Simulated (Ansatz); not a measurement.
## Bulk modulus B0 of CsCl-type TiCo: levels of theory against measurement

Reference value: 154 GPa (measured, room temperature, not corrected to a static lattice; as tabulated in Yamada et al. (2019), arXiv:1910.09660).

### Question
What do LDA, PBE, PBEsol, r²SCAN, HSE06, PBE0 give, and how far is each from the reference?

### Answer

| level (code) | value (GPa) | cell (Å³/atom) | difference (%) |
|---|---|---|---|
| LDA (Ansatz) | 210 | 12.21 | +36 |
| PBE (Ansatz) | 179 | 13.12 | +16.2 |
| PBEsol (Ansatz) | 196 | 12.62 | +27 |
| r²SCAN (Ansatz) | 193 | 12.85 | +25 |
| HSE06 (Ansatz) | 204 | 12.68 | +32 |
| PBE0 (Ansatz) | 207 | 12.67 | +34 |

The best agreement in this table is that of PBE (+16.2 %). Farthest off: LDA (+36 %), PBE0 (+34 %). All 6 levels lie above the reference.

The reference has no zero-point or thermal correction, while the calculations are for a static lattice, so the differences are not the levels' errors alone. A static lattice is as a rule stiffer than a warm one, by over a tenth in soft solids. The crystal itself was run without spin with LDA, PBE, PBEsol, r²SCAN, HSE06, PBE0. HSE06, PBE0: the run has no spin polarisation, so it can have missed a magnetic state. Each level is taken at its own relaxed cell. Cutoffs and k meshes differ between the levels. Ansatz's density-functional and Hartree–Fock values are scalar-relativistic unless marked +SOC, with PAW data made under PBE.

Differences are worked out from the printed values.

Ansatz is a first-principles code.
